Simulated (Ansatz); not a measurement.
We consider GaI3 (P2₁/c, No. 14), described by r²SCAN+rVV10 (Ansatz, a first-principles code, plane waves, PAW).

Settings: plane-wave cutoff 500 eV, 4×6×4 k mesh (along the axes of the cell as run), Fermi–Dirac smearing 0.05 eV, scalar-relativistic PAW data made under PBE.

Cell (relaxed at this level):

```cif
data_Ga4I12
_chemical_formula_sum 'Ga4 I12'
_space_group_name_H-M_alt 'P21/c'
_space_group_IT_number 14
_space_group_name_Hall '-P 2ybc'
_cell_length_a 9.54969
_cell_length_b 6.01307
_cell_length_c 11.77115
_cell_angle_alpha 90.000
_cell_angle_beta 107.732
_cell_angle_gamma 90.000
loop_
_space_group_symop_operation_xyz
  'x, y, z'
  '-x, -y, -z'
  '-x, y+1/2, -z+1/2'
  'x, -y+1/2, z+1/2'
loop_
_atom_site_label
_atom_site_type_symbol
_atom_site_symmetry_multiplicity
_atom_site_Wyckoff_symbol
_atom_site_fract_x
_atom_site_fract_y
_atom_site_fract_z
_atom_site_occupancy
Ga1 Ga 4 e 0.19786 0.00162 0.04893 1
I1 I 4 e 0.66666 0.24798 0.28653 1
I2 I 4 e 0.33158 0.24395 0.45025 1
I3 I 4 e 0.00074 0.73136 0.38004 1
```

Question: What does this level give for the band gap?

Answer: 
- band gap = 2.46 eV (on the SCF k mesh)

Spin–orbit coupling is not included; with these elements it can move the gap by several tenths of an eV or more.

Static lattice: no zero-point or thermal effects.
